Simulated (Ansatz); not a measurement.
Defects in zinc-blende AlP: P vacancy, charge +1; interstitial O, charge -2; Ge-vacancy pair (Ge on Al, Al vacant), charge -2; interstitial H, charge +1; Si-vacancy pair (Si on Al, Al vacant), charge -2; Al vacancy, charge -3; P vacancy, charge +3. The numbers are results of PBE, PAW (plane waves to 420 eV; Ansatz, an electronic-structure program), not measurements.

Barriers are those of the lowest checked hop between equivalent sites (a dopant's own exchange with the vacancy apart), from the lowest site run (climbing-image NEB, static, fixed cells, no finite-size terms; on the finer meshes named, energies are single points at the band's geometries). One hop need not carry long-range diffusion, and untried routes could be lower. Saddle orders were checked for a part of the study's bands only and are not shown. Vacancies start on their lattice site; split forms were not set up. Charge states are imposed.

Question: For which of them does this lowest hop between equivalent sites lie under 2.0 eV?

Answer: Ge-vacancy pair (Ge on Al, Al vacant), charge -2 (1.62 eV); interstitial H, charge +1 (0.21 eV); Si-vacancy pair (Si on Al, Al vacant), charge -2 (1.52 eV); Al vacancy, charge -3 (1.61 eV). The rest lie higher: P vacancy, charge +1 (2.49 eV); interstitial O, charge -2 (2.35 eV); P vacancy, charge +3 (2.13 eV).
